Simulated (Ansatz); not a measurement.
The starting structures come from a database of crystals and need not be the phases stable at ambient conditions.

Inside the gap of an insulator the Bloch states are evanescent, with a wavenumber k + iκ along the transport direction.

Here is the system:

```
CELL_PARAMETERS angstrom
      5.72768     0.00000     0.00000
     -2.56012     5.12368     0.00000
      1.58378     2.56184     4.87185
ATOMIC_POSITIONS crystal
  Y  0.00000 0.00000 0.00000
  Y  0.25000 0.75000 0.50000
  P  0.75000 0.25000 0.50000
  P  0.50000 0.50000 0.00000
  O  0.83360 0.65895 0.82535
  O  0.90895 0.23430 0.67465
  O  0.48430 0.65895 0.17465
  O  0.90895 0.58360 0.32535
  O  0.41640 0.09105 0.67465
  O  0.34105 0.16640 0.17465
  O  0.76570 0.09105 0.32535
  O  0.34105 0.51570 0.82535
```

Space group of this cell: I4_1/amd. The cell is taken as given; by r2SCAN its mean pressure is 1.0 GPa.

Transport runs along the normal of the first two printed cell vectors, the (110) plane of the conventional cell.

The gap is the functional's own, uncorrected, and κ follows it; spin-orbit coupling is left out. Mid-gap values are interpolated between the computed energies.

State the band gap and the smallest decay constant κ at mid-gap according to r2SCAN (Ansatz, a program for electronic structure).

Gap 6.60 eV on a 8×8×8 mesh; κ = 0.512 1/Å, at the zone centre.
